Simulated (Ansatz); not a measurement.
## AlRu in the CsCl type structure (space group Pm-3m, No. 221)

```cif
data_AlRu
_chemical_formula_sum 'Al1 Ru1'
_space_group_name_H-M_alt 'P 1'
_space_group_IT_number 1
_cell_length_a 2.98252
_cell_length_b 2.98252
_cell_length_c 2.98252
_cell_angle_alpha 90.000
_cell_angle_beta 90.000
_cell_angle_gamma 90.000
loop_
_space_group_symop_operation_xyz
  'x, y, z'
loop_
_atom_site_label
_atom_site_type_symbol
_atom_site_fract_x
_atom_site_fract_y
_atom_site_fract_z
_atom_site_occupancy
Al1 Al 0.00000 0.00000 0.00000 1
Ru1 Ru 0.50000 0.50000 0.50000 1
```

Level of theory: Kohn–Sham DFT with the r2SCAN functional, run in Ansatz (an electronic-structure program) with PAW and 500 eV plane waves, scalar-relativistic without spin-orbit coupling. k-mesh 16×16×16 (Γ-centred); smearing 0.05 eV (Fermi–Dirac).

| Property | Value |
|---|---|
| Volume per atom | 13.27 Å³ |
| Density | 8.01 g/cm³ |
| Band gap | zero |
| Total energy | -3216.271 eV/atom (σ→0; compares only within this code and set-up) |

Whether these cells are dynamically stable was not tested. All final runs are without spin polarisation.
